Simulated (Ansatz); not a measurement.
**A constructed model of the (111) surface of fcc Pt, a layer of Sc in place of the second plane (bottom of the slab: a bare face, its two planes held)**

Method: PBE (plane waves to 420 eV, PAW; Ansatz, a quantum-chemistry and plane-wave program).

Slab: 6 atoms, 11.9 Å thick at the start; k 15x15x1, smearing 0.1 eV, dipole-corrected; 2 atoms held, the rest relaxed; symmetry of the start imposed; no spin, no spin-orbit, no U. In PBE it is, or lies within 0.01 eV a 1x1 cell of, the lowest of the 2 structures of its composition computed so far; larger cells were not tried.

```json
{
 "work_function_of_the_top_face": "4.60 eV",
 "energy_released_by_relaxation": "0.31 eV",
 "cost": "about 2.2 core-minutes (a rough figure)"
}
```
